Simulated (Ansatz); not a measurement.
We consider GaAlAs2 (model structure, P-4m2, No. 115, 4 atoms in the cell), described by HSE06+SOC (plane waves, PAW; Ansatz, a first-principles code).

Numerical settings: plane-wave cutoff 460 eV, 6×6×4 k mesh (along the axes of the cell as run), Fermi–Dirac smearing 0.01 eV, PAW data made under PBE.

Cell (relaxed with PBEsol):

```yaml
crystal:
  lattice:
    - [4.00986, 0.00000, 0.00000]
    - [0.00000, 4.00986, 0.00000]
    - [0.00000, 0.00000, 5.66229]
  atoms:
    - { symbol: Ga, position: [0.00000, 0.00000, 0.00000] }
    - { symbol: As, position: [0.50000, 0.00000, 0.25016] }
    - { symbol: Al, position: [0.50000, 0.50000, 0.50000] }
    - { symbol: As, position: [0.00000, 0.50000, 0.74984] }
```

### Question
Give the computed band gap and smallest direct gap on the k points sampled.

### Answer

- band gap = 1.75 eV (on the SCF k mesh) (indirect)
- smallest direct gap on the k points sampled = 1.82 eV

Note: the relaxation could raise the start's symmetry but not lower it, so the cell can be a saddle point; cell and atoms aren't relaxed at this level (largest force component 0.06 eV/Å, pressure 0.6 GPa).

Static lattice: no zero-point or thermal effects.

A model structure was made by putting elements into a prototype or built by hand; it is no filed structure, need not be a known phase, and can be a saddle point held by its symmetry.
